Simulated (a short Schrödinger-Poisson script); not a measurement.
Gated Al0.3Ga0.7N/GaN polarisation-induced gas

System: gated Al0.3Ga0.7N/GaN polarisation-induced gas, at 20 K.

| layer | material | thickness (nm) | Na (cm⁻³) |
|---|---|---|---|
| 1 | Al0.3Ga0.7N | 10 | - |
| 2 | GaN | 6000 | 1e15 |

Constants are typed, rounded textbook-type inputs, not results; the design itself was drawn at random and stands for no fabricated device. Al0.3Ga0.7N: permittivity 9.32, conduction-band edge (eV) 0.414, gap (eV) 4.021, electron mass (mₑ) 0.236, Nv at 300 K (cm⁻³) 4.6e19. GaN: permittivity 9.5, conduction-band edge (eV) 0, gap (eV) 3.43, Nv at 300 K (cm⁻³) 4.6e19.

Channel valleys (confinement mass, in-plane density-of-states mass, number): Γ 0.2, 0.2, 1. At the gate the conduction-band edge of layer 1 lies 1.23 eV − eVg above the Fermi level of the channel; the field vanishes at the back. Sheet of polarisation charge: +1.5e13 e/cm² at 10 nm from the gate. The barrier under the gate holds no holes. Gaps are held at their typed values at every temperature. Mesh 0.08 nm at interfaces.

Solved with a short Schrödinger-Poisson script written for these runs: 1D Poisson equation in equilibrium, electrons quantum, Hartree (BenDaniel-Duke, 40 states a valley, the channel's in-plane mass for all, wave functions free to enter the barrier), parabolic valleys, classical holes, full ionisation, no traps, pinning or gate leakage.

```csv
Vg (V),electrons (cm⁻²),in the channel layer,C (μF/cm²),Γ E0 (meV),Γ E1 (meV)
0.5,1.13e13,1.03e13,0.761,-123.4,-11.6
0.35,1.06e13,9.73e12,0.757,-116.3,-10.1
0.2,9.85e12,9.15e12,0.752,-109.3,-8.7
0.05,9.15e12,8.55e12,0.748,-102.2,-7.3
-0.1,8.45e12,7.95e12,0.744,-95.1,-6.0
-0.25,7.76e12,7.34e12,0.740,-88.0,-4.8
-0.4,7.07e12,6.73e12,0.736,-80.8,-3.6
-0.55,6.38e12,6.11e12,0.732,-73.6,-2.3
-0.7,5.70e12,5.48e12,0.727,-66.4,-1.1
-0.85,5.02e12,4.85e12,0.721,-59.1,0.5
-1,4.35e12,4.22e12,0.715,-51.7,2.5
-1.15,3.68e12,3.59e12,0.708,-44.0,5.9
-1.3,3.02e12,2.96e12,0.700,-36.2,10.2
-1.45,2.37e12,2.34e12,0.691,-28.4,14.4
-1.6,1.73e12,1.71e12,0.679,-20.7,18.1
-1.75,1.10e12,1.09e12,0.662,-13.2,21.2
-1.9,4.96e11,4.94e11,0.633,-5.9,23.4
-2.05,1.55e6,1.55e6,0.00460,19.7,43.3
```

Subbands count from the Fermi level.
